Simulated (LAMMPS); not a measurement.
Surface tension of the liquid across the composition of Pd (fcc) with a share x of Pd sites Pt; each row has its own temperature.

Method: classical MD, pair style eam, the elements' _u3.eam files (universal-3 set of Foiles, Baskes and Daw); code LAMMPS.

```json
[
 {"x": "0.25", "surface tension": "0.82 ± 0.02 N/m", "T (K)": "2260"},
 {"x": "0.5", "surface tension": "0.82 ± 0.02 N/m", "T (K)": "2320"},
 {"x": "0.75", "surface tension": "0.93 ± 0.03 N/m", "T (K)": "2390"}
]
```

Uncertainties are statistical and leave out the potential's own error.
